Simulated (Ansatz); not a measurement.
CsCl-type TiCo was calculated with revPBE (Ansatz, a program for electronic structure, PAW).

Run with plane-wave cutoff 520 eV, 22×22×22 k mesh, Fermi–Dirac smearing 0.03 eV (set by the program), no spin polarisation, scalar-relativistic PAW data made under PBE.

Computed at the level's own relaxed cell.

Hill averages of the elastic tensor: K = 169.7 GPa, G = 42.2 GPa. Volume 13.362 Å³/atom, mean atomic mass 53.400 u.

Question: Work out the density, the sound velocities of a polycrystal and the elastic Debye temperature at this level.

Answer: ρ = 1.66054 × 53.400/13.362 = 6.636 g/cm³. v_l = √[(K + 4G/3)/ρ] = 5.835 km/s and v_t = √(G/ρ) = 2.522 km/s. The mean follows from 3/v_m³ = 1/v_l³ + 2/v_t³: v_m = 2.849 km/s. Θ_D = (ħ/k_B) v_m (6π²/V)^(1/3) = 76.38 K Å s/km × 2.849 × 1.6426 Å⁻¹ = 357 K, counting all atoms of the cell.
